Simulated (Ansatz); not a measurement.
The reference is CsBH₄ (space group F-43m, No. 216; a = 7.225 Å; a cell from a computed database, its experimental status unchecked).

Levels (all Ansatz, a quantum-chemistry and plane-wave program, PAW): PBEsol (420 eV, no SOC); HSE06 (420 eV, without spin-orbit coupling).

Its gap is 5.46 eV with PBEsol and 6.82 eV with HSE06.

The change: a hydrostatic pressure of 3 GPa.

With PBEsol the gap becomes 5.12 eV.

### Question
If the HSE06 correction stayed the same, what would the HSE06 gap be, and what does the HSE06 run give?

### Answer
A rigid correction of +1.36 eV gives 6.48 eV. The HSE06 run gives 6.53 eV, so the correction itself changes by +0.05 eV.

Single points use the geometry relaxed with PBEsol. The hybrid gap comes from the SCF mesh plus the semilocal run's edge points and a few special points and is an upper bound. Load acts through the strain it causes; cell and atoms are relaxed under it. No phonon test of stability was made.
